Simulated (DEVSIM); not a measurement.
**abrupt GaAs p-n junction**

System: abrupt GaAs p-n junction, at 300 K.

```tsv
layer (left to right)	material	thickness (μm)	Nd (cm⁻³)	Na (cm⁻³)	τn (s)	τp (s)
1	GaAs	0.710	-	3.9e16	3.4e-8	3.4e-8
2	GaAs	67.0	8.9e14	-	3.4e-8	3.4e-8
```

Left contact: ohmic. Right contact: ohmic. Voltage is applied to the left contact. Recombination: SRH at mid-gap. Mobility is constant in doping.

The device is made up for the run: typed textbook-type constants, with dimensions and the other settings drawn at random. Values at 300 K.

```tsv
parameter	GaAs
gap (eV)	1.424
affinity (eV)	4.07
permittivity	12.9
Nc (cm⁻³)	4.7e17
Nv (cm⁻³)	9e18
μn (cm²/Vs)	8500
μp (cm²/Vs)	400
```

Model (solved in DEVSIM): 1D drift-diffusion, Boltzmann statistics, complete ionisation; no tunnelling, impact ionisation, image-force lowering or self-heating.

- Potential step across the device at zero bias: 1.121 V
- Largest field in the device at zero bias: 17000 V/cm
- Dark forward voltage at 1 A/cm²: 0.965 V
- Dark forward voltage at 100 A/cm²: 1.502 V

Small-signal capacitance in reverse bias (quasi-static):

| V (V) | C (nF/cm²) |
|---|---|
| -0.1 | 8.28 |
| -0.25 | 7.79 |
| -0.5 | 7.13 |
| -0.75 | 6.62 |
| -1 | 6.21 |
| -1.5 | 5.57 |
| -2 | 5.09 |
| -2.5 | 4.72 |
| -3.25 | 4.29 |
| -4 | 3.96 |
| -5 | 3.62 |

Dark forward current:

| V (V) | J (A/cm²) |
|---|---|
| 0.05 | 7.4e-11 |
| 0.15 | 7.5e-10 |
| 0.25 | 5.7e-9 |
| 0.35 | 4.3e-8 |
| 0.45 | 3.3e-7 |
| 0.55 | 2.7e-6 |
| 0.65 | 2.7e-5 |
| 0.75 | 0.00050 |
| 0.85 | 0.017 |
| 0.95 | 0.65 |
| 1.00 | 2.8 |
| 1.10 | 14 |
| 1.20 | 31 |
| 1.30 | 51 |
| 1.40 | 74 |
| 1.50 | 100 |
| 1.60 | 130 |
| 1.70 | 160 |
| 1.80 | 190 |
| 1.90 | 230 |
